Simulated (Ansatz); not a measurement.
Cost and result by functional for the ionisation potential of the (100) surface of cubic BaZrO3 in its 1x1 cell (cut with top plane Ba + O, bottom plane Ba + O), relaxed from an ideal cut (the real face may reconstruct), outermost plane spacing 2.11 Å in the ideal cut (one of several cuts of this face), with 1 Ba, 1 O a cell over the bulk's ratio, in Ansatz (plane waves, PAW). Single points on the PBE structure, on one kind of machine; costs are rough ratios of the slab run's core time (references not counted) to the cheapest single point. r2SCAN's cost holds its higher cutoff (500 against 420 eV). Differences are taken against HSE06 for comparison alone: no measured value is at hand, so the table doesn't rank accuracy. HSE06 ran on a coarser k-mesh, which lowers its cost and carries part of its shift.

Set-up: 17 atoms, Ba4O10Zr3, 12.7 Å thick at the start; mesh 6x6x1; 0.025 eV smearing; dipole correction on; all atoms relaxed; held to the start's symmetry, so lower structures may exist; no spin, no spin-orbit, no U. These notes are the PBE run's.

| functional | relative cost | ionisation potential (eV) | less HSE06 (eV) |
|---|---|---|---|
| PBEsol | 1 | 4.08 | -0.78 |
| LDA | 1 | 4.38 | -0.48 |
| RPBE | 1 | 3.87 | -0.99 |
| r2SCAN | 2 | 4.21 | -0.65 |
| HSE06 | 10 | 4.86 | 0.00 |
| PBE (the relaxed run's value) | – | 4.02 | -0.84 |

The values span 0.99 eV, while the single points' costs differ by a factor of roughly 10. Differences are of unrounded values.

Ansatz is a program for electronic structure.
